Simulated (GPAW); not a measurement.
Input and output of a self-consistent single point for Hf₂Hg (I4/mmm, 3 atoms in the cell) (GPAW).

Computed with LDA (Perdew-Wang 92), GPAW PAW datasets LDA (gpaw-data 1.0.1) (plane waves; GPAW).

The change in words: lattice scaled by 0.98. Reference geometry:
```xyz
3
Lattice="-1.6511 1.6511 5.7528 1.6511 -1.6511 5.7528 1.6511 1.6511 -5.7528" Properties=species:S:1:pos:R:3 pbc="T T T"
Hf     0.0000     0.0000     7.6597
Hf     0.0000     0.0000     3.8460
Hg     0.0000     0.0000     0.0000
```

Reference input (self-consistent single point, DFT LDA (Perdew-Wang 92), plane waves, GPAW PAW datasets LDA (gpaw-data 1.0.1)): mode = pw; ecut = 600 eV; xc = LDA; kpts = 10 10 10; mesh shift (steps) = 0 0 0; occupations.name = methfessel-paxton; occupations.width = 0.05 eV; occupations.order = 0; nbands = -9; symmetry.symmorphic = false; symmetry.tolerance = 0.0005; maxiter = 150. This run's input differs from it in these lines:

```diff
@@ -5,7 +5,7 @@
 atoms = Atoms(['Hf', 'Hf', 'Hg'],
-              cell=[[-1.651054, 1.651054, 5.752822],
-                    [1.651054, -1.651054, 5.752822],
-                    [1.651054, 1.651054, -5.752822]],
-              positions=[[0.000000, -0.000000, 7.659652],
-                         [-0.000000, 0.000000, 3.845992],
+              cell=[[-1.618033, 1.618033, 5.637766],
+                    [1.618033, -1.618033, 5.637766],
+                    [1.618033, 1.618033, -5.637766]],
+              positions=[[0.000000, -0.000000, 7.506460],
+                         [-0.000000, 0.000000, 3.769072],
                          [0.000000, 0.000000, 0.000000]],
```

Output (repeated stretches shortened):

```
     iter     time        total  log10-change:
                         energy   eigst   dens
iter:   1 --:--:--   -20.523580
iter:   2 --:--:--   -20.017330   -1.27  -1.35
iter:   3 --:--:--   -19.120935   -0.91  -1.39
iter:   4 --:--:--   -19.056218   -2.40  -1.62
iter:   5 --:--:--   -19.015065   -1.62  -1.72
iter:   6 --:--:--   -19.016807   -2.96  -2.26
iter:   7 --:--:--   -19.039759   -3.05  -2.23
iter:   8 --:--:--   -19.040444   -3.55  -2.18
iter:   9 --:--:--   -18.999662   -2.12  -2.13
iter:  10 --:--:--   -18.993227   -3.54  -2.57
iter:  11 --:--:--   -18.990825c  -3.72  -2.76
iter:  12 --:--:--   -18.990790c  -4.51  -3.14
iter:  13 --:--:--   -18.990623c  -5.21  -3.22
iter:  14 --:--:--   -18.990627c  -4.80  -3.36
iter:  15 --:--:--   -18.990537c  -5.22  -3.52
iter:  16 --:--:--   -18.990542c  -6.42  -3.71
iter:  17 --:--:--   -18.990518c  -5.46  -3.74
iter:  18 --:--:--   -18.990518c  -6.89  -4.14c
iter:  19 --:--:--   -18.990518c  -7.43c -4.21c
Converged after 19 iterations.

Dipole moment: (-0.000000, -0.000000, 0.000000) |e|*Ang

Energy contributions relative to reference atoms: (reference = -1352147.618056)

Kinetic:        +38.222955
Potential:      -30.840525
External:        +0.000000
XC:             -23.314256
Entropy (-ST):   -0.003836
Local:           -3.056773
SIC:             +0.000000
--------------------------
Free energy:    -18.992436
Extrapolated:   -18.990518

Showing only first 2 kpts
 Kpt  Band  Eigenvalues  Occupancy
  0    19      8.65094    2.00000
  0    20     11.67722    0.00000
  0    21     12.62958    0.00000
  0    22     12.62958    0.00000

  1    19      8.87769    2.00000
  1    20     11.50509    0.00000
  1    21     11.79264    0.00000
  1    22     12.40071    0.00000

Fermi level: 10.80333

No gap
No difference between direct/indirect transitions
Energy (eV): -18.990518

Forces in eV/Ang:
  0 Hf    0.00000   -0.00000   -0.02348
  1 Hf   -0.00000   -0.00000    0.02348
  2 Hg    0.00000    0.00000    0.00000

Stress tensor:
    -0.032990    -0.000000    -0.000000
    -0.000000    -0.032990    -0.000000
    -0.000000    -0.000000    -0.035873
Stress (GPa, Voigt): [-5.2856 -5.2856 -5.7474 -0.     -0.     -0.    ]
```

The run converged in 19 iterations. GPAW prints stress with tension positive. Against the reference run the free energy rises by 8.3 meV/atom, the pressure goes from -2.98 to 5.44 GPa and the largest force goes from 0.047 to 0.023 eV/Å.

The starting cell comes from a database of computed structures (which also holds hypothetical and non-ambient phases and stackings), without a prior relaxation at this level. Its lattice was rescaled by a random factor within 2.5 % of one. For this run, on top of that: lattice scaled by 0.98. With a pressure of about 5 GPa the cell is away from its equilibrium volume at this level.

Cost on one core of a shared machine: roughly 10 min.
